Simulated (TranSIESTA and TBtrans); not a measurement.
System: diphenyl ether-4,4'-diyl held by thiolate S between the apex atoms of two Al(100) rods. Leads: fcc Al rod along [100], layers of 5 and 4 atoms, a = 4.04 Å. Geometry: as built, not relaxed. Transport runs along z; the first 18 and the last 18 of the 92 atoms are the lead cells, repeated to infinity.

```xyz
92
Lattice="14.213 0.000 0.000 0.000 14.213 0.000 0.000 0.000 44.931" Properties=species:S:1:pos:R:3 pbc="F F T"
Al     7.107     7.107     0.000
Al     9.963     7.107     0.000
Al     7.107     9.963     0.000
Al     4.250     7.107     0.000
Al     7.107     4.250     0.000
Al     8.535     8.535     2.020
Al     5.678     8.535     2.020
Al     8.535     5.678     2.020
Al     5.678     5.678     2.020
Al     7.107     7.107     4.040
Al     9.963     7.107     4.040
Al     7.107     9.963     4.040
Al     4.250     7.107     4.040
Al     7.107     4.250     4.040
Al     8.535     8.535     6.060
Al     5.678     8.535     6.060
Al     8.535     5.678     6.060
Al     5.678     5.678     6.060
Al     7.107     7.107     8.080
Al     9.963     7.107     8.080
Al     7.107     9.963     8.080
Al     4.250     7.107     8.080
Al     7.107     4.250     8.080
Al     8.535     8.535    10.100
Al     5.678     8.535    10.100
Al     8.535     5.678    10.100
Al     5.678     5.678    10.100
Al     7.107     7.107    12.120
Al     9.963     7.107    12.120
Al     7.107     9.963    12.120
Al     4.250     7.107    12.120
Al     7.107     4.250    12.120
Al     8.535     8.535    14.140
Al     5.678     8.535    14.140
Al     8.535     5.678    14.140
Al     5.678     5.678    14.140
Al     7.107     7.107    16.160
S      7.734     5.234    17.338
C      7.093     5.900    18.871
C      5.765     5.658    19.239
C      5.264     6.179    20.436
C      6.087     6.933    21.281
C      7.417     7.190    20.897
C      7.917     6.669    19.700
O      5.543     7.452    22.465
C      6.255     7.693    23.650
C      7.353     6.901    24.034
C      8.026     7.163    25.231
C      7.602     8.208    26.060
S      8.464     8.542    27.592
C      6.499     8.985    25.692
C      5.825     8.724    24.495
H      5.120     5.070    18.599
H      4.234     5.990    20.712
H      8.059     7.807    21.511
H      8.942     6.870    19.414
H      7.676     6.071    23.420
H      8.871     6.549    25.516
H      6.161     9.790    26.332
H      4.971     9.328    24.218
Al     7.107     7.107    28.771
Al     8.535     8.535    30.791
Al     5.678     8.535    30.791
Al     8.535     5.678    30.791
Al     5.678     5.678    30.791
Al     7.107     7.107    32.811
Al     9.963     7.107    32.811
Al     7.107     9.963    32.811
Al     4.250     7.107    32.811
Al     7.107     4.250    32.811
Al     8.535     8.535    34.831
Al     5.678     8.535    34.831
Al     8.535     5.678    34.831
Al     5.678     5.678    34.831
Al     7.107     7.107    36.851
Al     9.963     7.107    36.851
Al     7.107     9.963    36.851
Al     4.250     7.107    36.851
Al     7.107     4.250    36.851
Al     8.535     8.535    38.871
Al     5.678     8.535    38.871
Al     8.535     5.678    38.871
Al     5.678     5.678    38.871
Al     7.107     7.107    40.891
Al     9.963     7.107    40.891
Al     7.107     9.963    40.891
Al     4.250     7.107    40.891
Al     7.107     4.250    40.891
Al     8.535     8.535    42.911
Al     5.678     8.535    42.911
Al     8.535     5.678    42.911
Al     5.678     5.678    42.911
```

Run with TranSIESTA and TBtrans (open boundaries, self-consistent; PseudoDojo norm-conserving potentials, scalar-relativistic): PAO.BasisSize SZP, PAO.EnergyShift 0.15 eV, XC.Authors PBE, Mesh.Cutoff 150 Ry, ElectronicTemperature 300 K, TS.Voltage 0.0 eV, TBT.Elecs.Eta 0.001 eV, no spin polarisation.

Energies count from the leads' Fermi level. Transmissions are for one spin of a degenerate pair. The energy step is 0.02 eV; narrower resonances are cut or missed.

```tsv
E (eV)	T
-0.20	0.000114
-0.16	0.000126
-0.12	0.000151
-0.08	0.000192
-0.04	0.000256
0.00	0.000357
0.04	0.000627
0.08	0.000752
0.12	0.000825
0.16	0.000896
0.20	0.000973
```

Q: Give the zero-bias conductance in μS and the resistance at 300 K.

A: At the Fermi level T = 0.000357. Averaged with −∂f/∂E over the full grid (kT = 25.9 meV) it is 0.000408. With G0 = 2e²/h = 77.48 μS, G = 0.0316 μS and R = 1/G = 31600 kΩ.

Q: Estimate the thermopower by Mott's formula S = −(π²/3)(kB²T/e) d ln T/dE from the rows at -0.04 and 0.04 eV.

A: d ln T/dE = 11.2 eV⁻¹ and (π²/3) kB²T/e = 7.33 μV/K · eV, so S = -82 μV/K; the full integral gives -63 μV/K. A negative sign means that T rises with energy over the thermal window.

Q: The eigenchannels at the Fermi level transmit 0.000346, 1.07e-5. What Fano factor of the shot noise follows at low temperature and bias?

A: F = Σ τ(1 − τ)/Σ τ = 0.000357/0.000357 = 1.00.

The leads' channel count changes near 0.03 eV, within the thermal window, so values at the Fermi level hang on where that band edge falls. Semilocal functionals put molecular levels too close to the Fermi level and tend to overestimate such conductances.
